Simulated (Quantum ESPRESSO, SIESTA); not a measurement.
# Equation of state of hcp Zr (space group 194): energy against volume (SIESTA, LDA)

```
Zr
1.0
    3.10438     0.00000     0.00000
   -1.55219     2.68847     0.00000
    0.00000     0.00000     4.94970
Zr
2
Direct
  0.66667   0.33333   0.75000
  0.33333   0.66667   0.25000
```

Method of the run: LDA PW92, numerical atomic orbitals DZP, PseudoDojo LDA standard norm-conserving potentials (rewritten from UPF to PSML) run with SIESTA. Settings: XC.functional = LDA; XC.authors = PW92; potentials = PseudoDojo LDA standard; PAO.BasisSize = DZP; PAO.EnergyShift = 0.005 Ry; MeshCutoff = 455 Ry; kgrid.MonkhorstPack = 21 21 12; OccupationFunction = FD; ElectronicTemperature = 50 meV; MaxSCFIterations = 150; SCF.Mixer.Method = Broyden; SCF.Mixer.Weight = 0.1; SCF.Mixer.History = 6; SCF.DM.Tolerance = 1.0E-04. The cell above is the first row's. The rows scale it uniformly. In all rows fractional positions and the k mesh are held. E is the free energy at the stated smearing, counted from the lowest row.

```csv
V (Å^3/atom),E (meV/atom)
20.655,?
21.104,11.63
21.553,2.47
22.002,0.00
22.451,3.59
22.900,12.82
23.349,27.18
23.798,46.29
24.247,69.67
```

Question: Using the third-order Birch-Murnaghan form, a cubic in V^(-2/3), estimate the missing E at V = 20.655 from the other rows, showing the fit.

Answer: With u = V^(-2/3) - 0.125, the rows have u = 0.005945, 0.004120, 0.002358, 0.000654, -0.000994, -0.002589, -0.004133, -0.005630. Least squares gives E = 6.582 - 5240.2·u + 1042568·u² - 3075153·u³. Residuals (row less fit): 0.000, -0.004, 0.018, -0.010, -0.004, -0.010, 0.024, -0.009; standard error 0.018 (degrees of freedom: 4). Its minimum lies at u = 0.002542, so V0 = (0.127542)^(-3/2) = 21.95. There d²E/du² = 2038000 and d³E/du³ = -1.845e7, so B0 = (4/9) × 21.95^(-7/3) × 2038000 × 0.160218 = 108 GPa (the last factor turns the table's units into GPa), and B0' = 4 + (2/3) × 0.127542 × (-1.845e7)/2038000 = 3.2. The program's pressures in the fitted runs (not shown) pass through zero at V = 21.95, 0.00 % from this V0. At the withheld row, u = 0.007836, so E = 6.582 - 5240.2 × 0.007836 + 1042568 × 0.007836² - 3075153 × 0.007836³ = 28.057 meV/atom. The calculation gives 27.90 meV/atom, 0.157 meV/atom below the prediction (0.2 % of the range of E in the table). The row lies outside the fitted rows, so this is an extrapolation. From the scatter of the fitted rows alone, a prediction at this place has a standard error of 0.052 meV/atom, so the miss is 3.0 times that.

Carrying the step between the two nearest rows on in a straight line would have given 20.79, off by 7.11; series whose last step already gives the withheld value aren't shown. The scan was laid around a cell of about the measured size, scaled by a guess for this functional; axis ratios and inner coordinates come from that cell. The runs keep the symmetry of the cell, so they don't test it for distortions. A plane-wave scan with the same functional (Quantum ESPRESSO, GBRV) gives V0 = 21.83 Å^3/atom and B0 = 105 GPa; a Birch-Murnaghan fit to all rows here lies 0.6 % from it in V0 and 3 % in B0; the two differ in basis, and may differ in potentials and mesh. Values carry the incompleteness of an atom-centred basis. The shape of the cell and the inner coordinates aren't relaxed, so V0 and B0 belong to this uniform scaling; a relaxed crystal lies no higher in energy and is usually softer. Cutoffs and mesh are single choices, not tested for convergence of this quantity. Series with a scatter that would blur these digits, or in which a gap closes, are not shown. Nor are scans whose minimum lies at an end fitted in this form.
